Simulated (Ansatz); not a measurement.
Take InP in the zinc blende structure (space group F-43m, No. 216; a = 5.878 Å) as the base. Axes: x, y, z lie along the cube axes.

The values are results of DFT with PBEsol, PAW potentials and a 420 eV plane-wave cutoff in Ansatz (a program for electronic structure), spin-orbit coupling left out, not measurements.

Strains are applied to the cell and any free atomic positions relax; under biaxial strain the out-of-plane vector relaxes too.

One change was made to it. Results:

| quantity | base | after |
|---|---|---|
| energy relative to the base (free energy F) | 0 meV/atom | +12 meV/atom |
| band gap | 0.57 eV | 0.24 eV |
| valence-band top at Γ (three highest levels, from the VBM) | 0.00, 0.00, 0.00 eV | 0.00, -0.27, -0.27 eV |

**Question.** What was done to the base?
A) biaxial strain −1.50 %, plane normal [001], relaxed out of plane
B) biaxial strain +3.00 %, plane normal [001], relaxed out of plane
C) biaxial strain −3.00 %, plane normal [001], relaxed out of plane
D) biaxial strain +1.50 %, plane normal [001], relaxed out of plane

**Answer.** B, biaxial strain +3.00 %, plane normal [001], relaxed out of plane. For comparison, the band gap in the other runs: biaxial strain −1.50 %, plane normal [001], relaxed out of plane gives 0.59 eV; biaxial strain +1.50 %, plane normal [001], relaxed out of plane gives 0.40 eV; biaxial strain −3.00 %, plane normal [001], relaxed out of plane gives 0.59 eV.

Whether these cells are dynamically stable was not tested. A zero or small gap of InP under biaxial strain +3.00 %, plane normal [001], relaxed out of plane can be the functional's error rather than a property of the material.
